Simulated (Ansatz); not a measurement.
Start from BP in the zinc blende structure (space group F-43m, No. 216).

```cif
data_B4P4
_chemical_formula_sum 'P4 B4'
_space_group_name_H-M_alt 'F-43m'
_space_group_IT_number 216
_space_group_name_Hall 'F -4 2 3'
_cell_length_a 4.53657
_cell_length_b 4.53657
_cell_length_c 4.53657
_cell_angle_alpha 90.000
_cell_angle_beta 90.000
_cell_angle_gamma 90.000
loop_
_atom_site_label
_atom_site_type_symbol
_atom_site_symmetry_multiplicity
_atom_site_Wyckoff_symbol
_atom_site_fract_x
_atom_site_fract_y
_atom_site_fract_z
_atom_site_occupancy
P1 P 4 c 0.25000 0.25000 0.25000 1
B1 B 4 a 0.00000 0.00000 0.00000 1
```
(The calculation used a cell of 2 atoms; values per cell refer to that cell.)

Computed with DFT with r2SCAN, PAW potentials and a 500 eV plane-wave cutoff in Ansatz (a program for electronic structure), no spin-orbit coupling.

Before the change:

| Item | Value |
|---|---|
| Band gap | 1.41 eV |
| Gap character | indirect, Γ → Γ–X (83 % along) |
| Volume per atom | 11.67 Å³ |
| Hole mass | 0.24, 0.24, 0.32 mₑ (at Γ) |

Modification: full substitution B → In, then cell and atoms are relaxed.

Tabulated Pauling electronegativity and covalent radius: B 2.04, 0.84 Å; In 1.78, 1.42 Å.

Problem. Predict the new band gap.

Solution. The band gap falls by 0.38 eV (1.41 eV → 1.03 eV).

Problem. What does the calculation give for the gap character after the change?

Solution. The gap character becomes direct at Γ (base: indirect, Γ → Γ–X (83 % along)).

Problem. Estimate the effect on the volume per atom.

Solution. The volume per atom goes up by 14.09 Å³ to 25.76 Å³.

Problem. What happens to the hole mass?

Solution. The hole mass (degenerate bands, along [100]) changes from 0.24, 0.24, 0.32 mₑ (at Γ) to 0.073, 0.44, 0.44 mₑ (at Γ).

Masses are band curvatures over ±0.01 Å⁻¹ around the edge. Stability against distortions was not tested.
